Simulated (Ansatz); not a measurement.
Where the default PAW files enter, the runs use the earlier of Ansatz's two default sets.

The decay constant κ of evanescent states in the gap governs leakage through a thin film.

```
CELL_PARAMETERS angstrom
      3.14061     0.00000     0.00000
     -1.57031     2.71985     0.00000
      1.57031    -0.90662     2.56430
ATOMIC_POSITIONS crystal
  B  0.00000 0.00000 0.00000
  P  0.25000 0.75000 0.25000
```

Space group of this cell: F-43m, zinc blende. The cell is strained (all lengths scaled by 0.98); by r2SCAN its mean pressure is 12.1 GPa.

Transport runs along the normal of the first two printed cell vectors, the (111) plane of the conventional cell.

The gap is the functional's own, uncorrected, and κ follows it; spin-orbit coupling is left out. Mid-gap means the computed energy nearest the middle.

**Question.** Give the band gap and the smallest decay constant κ at mid-gap that r2SCAN (Ansatz, a program for electronic structure) yields.

**Answer.** Gap 1.32 eV on a 12×12×12 mesh; κ = 0.138 1/Å, at the zone centre.
